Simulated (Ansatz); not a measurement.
The reference is Cu3N (space group Pm-3m, No. 221; a = 3.765 Å). Axes: x, y, z lie along the cube axes.

Computed with PBEsol/PAW in Ansatz (an electronic-structure program), no spin-orbit coupling.

Before the change:

| Item | Value |
|---|---|
| Shortest interatomic distance | 1.882 Å |
| Pressure | 0.0 GPa |
| Band gap | zero |

Modification: compressive biaxial strain of 1.50 % in the plane normal to [111], as in epitaxy on a mismatched substrate; the out-of-plane cell vector and the atoms relax.

What happens to the shortest interatomic distance, energy relative to the base, pressure and band gap?

The shortest interatomic distance falls by 0.004 Å, from 1.882 Å to 1.878 Å; the energy rises by 1.9 meV/atom; the pressure (mean of the normal stresses, compression positive) goes from zero to 1.0 GPa; the band gap stays zero.

No phonon test of stability was made. All final runs are without spin polarisation. Gaps under 0.05 eV, about the width of the smearing, are given as zero. The zero or small gap of Cu3N can change with the level of theory.
